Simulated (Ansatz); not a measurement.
Take HfO2 (space group P4_2/nmc, No. 137; a = 3.604 Å, c = 5.264 Å) as the base.

(Cell as relaxed with PBE.)

Levels (all Ansatz, a quantum-chemistry and plane-wave program, PAW): PBE (420 eV, spin-orbit coupling left out); r2SCAN (500 eV, no spin-orbit coupling).

Each level relaxes its own structure.

| quantity | PBE | r2SCAN |
|---|---|---|
| volume per atom | 11.40 Å³ | 11.09 Å³ |
| lattice parameter a | 3.604 Å | 3.577 Å |
| lattice parameter c | 5.264 Å | 5.203 Å |
| band gap | 4.67 eV | 5.27 eV |
| gap character | indirect, Z → Γ | indirect, Z → Γ |
| electron mass | 1.0 mₑ along c, 0.88 mₑ across | 1.0 mₑ along c, 0.89 mₑ across |

PBE's volume per atom lies 0.31 Å³ above r2SCAN's (2.8 %); PBE's lattice parameter a lies 0.0276 Å above r2SCAN's (0.8 %); PBE's lattice parameter c lies 0.0616 Å above r2SCAN's (1.2 %); PBE's band gap lies 0.595 eV below r2SCAN's; the two agree on the gap character. Neither level is exact; r2SCAN is the comparison here, not a measurement.

Spin-orbit coupling, missing from the scalar runs, can matter with Hf. Masses are band curvatures over ±0.01 Å⁻¹ around the edge. No phonon test of stability was made. This is not the structure that HfO2 has at room temperature and ambient pressure.
